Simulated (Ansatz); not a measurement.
Cost and result by functional for the surface energy of the (101) surface of tetragonal indium in its 1x1 cell, outermost plane spacing 2.76 Å in the ideal cut, in Ansatz (plane waves, PAW). Single points on the PBE structure, on one kind of machine; costs are rough ratios of the slab run's core time (references not counted) to the cheapest single point. r2SCAN's cost holds its higher cutoff (500 against 420 eV). Differences are taken against r2SCAN for comparison alone: no measured value is at hand, so the table doesn't rank accuracy.

Set-up: 5 atoms, 11.1 Å thick at the start; mesh 13x13x1; 0.1 eV smearing; dipole correction on; all atoms relaxed; start symmetry kept, larger cells not searched; no spin, no spin-orbit, no U. These notes are the PBE run's.

| functional | relative cost | surface energy (J/m²) | less r2SCAN (J/m²) |
|---|---|---|---|
| PBEsol | 1 | 0.44 | 0.07 |
| LDA | 1 | 0.49 | 0.13 |
| RPBE | 1 | 0.21 | -0.16 |
| r2SCAN | 2 | 0.37 | 0.00 |
| PBE (the relaxed run's value) | – | 0.31 | -0.06 |

The values span 0.28 J/m², while the single points' costs differ by a factor of roughly 2. Differences are of unrounded values.

Ansatz is an electronic-structure program.
